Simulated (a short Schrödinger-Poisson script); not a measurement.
Structure: gated In0.52Al0.48As/In0.53Ga0.47As δ-doped gas in a quantum well, at 20 K.

| layer | material | thickness (nm) | Na (cm⁻³) |
|---|---|---|---|
| 1 | In0.52Al0.48As | 20 | - |
| 2 | In0.52Al0.48As | 3 | - |
| 3 | In0.53Ga0.47As | 20 | - |
| 4 | In0.52Al0.48As | 4000 | 2e14 |

The device is made up for the run: typed textbook-type constants, with dimensions and the other settings drawn at random. In0.52Al0.48As: permittivity 12.5, conduction-band edge (eV) 0.52, gap (eV) 1.45, electron mass (mₑ) 0.075, Nv at 300 K (cm⁻³) 1.1e19. In0.53Ga0.47As: permittivity 13.9, conduction-band edge (eV) 0, gap (eV) 0.74, Nv at 300 K (cm⁻³) 7.7e18.

Channel valleys (confinement mass, in-plane density-of-states mass, number): Γ 0.041, 0.041, 1. At the gate the conduction-band edge of layer 1 lies 0.65 eV − eVg above the Fermi level of the channel; the field vanishes at the back. Sheet of ionised δ-doping: +3.3e12 e/cm² at 20 nm from the gate. The barrier under the gate holds no holes. Gaps are held at their typed values at every temperature. Mesh 0.08 nm at interfaces.

Solved with a short Schrödinger-Poisson script written for these runs: 1D Poisson equation in equilibrium, electrons quantum, Hartree (BenDaniel-Duke, 40 states a valley, the channel's in-plane mass for all, wave functions free to enter the barrier), parabolic valleys, classical holes, full ionisation, no traps, pinning or gate leakage.

The same stack at other levels of the model or other numerical settings:

```csv
run,sheet density of all electrons at Vg = 0.4 V (cm⁻²),sheet density of all electrons at Vg = -0.6 V (cm⁻²),capacitance at Vg = 0.4 V (μF/cm²),centroid of the channel electrons at Vg = 0.4 V (nm),rough cost against the base
base,2.79e12,3.95e11,0.400,5.94,about 1
"electrons treated as classical, Boltzmann",3.56e12,5.83e11,0.479,0.32,0.03
"electrons treated as classical, Fermi-Dirac",2.83e12,(withheld),0.394,5.63,0.1
"electrons treated as quantum, Hartree plus LDA exchange-correlation",2.83e12,(withheld),0.402,(withheld),about 1
mesh six times as coarse,2.79e12,3.95e11,0.400,5.89,0.3
one subband a valley,2.71e12,3.95e11,0.383,4.86,0.5
```

Question: Some entries are withheld; supply them.

Answer: 
- electrons treated as quantum, Hartree plus LDA exchange-correlation, sheet density of all electrons at Vg = -0.6 V (cm⁻²): 4.13e11
- electrons treated as classical, Fermi-Dirac, sheet density of all electrons at Vg = -0.6 V (cm⁻²): 4.34e11
- electrons treated as quantum, Hartree plus LDA exchange-correlation, centroid of the channel electrons at Vg = 0.4 V (nm): 5.82

The classical rows ignore confinement, and Boltzmann statistics overrate the density once the band edge passes the Fermi level.
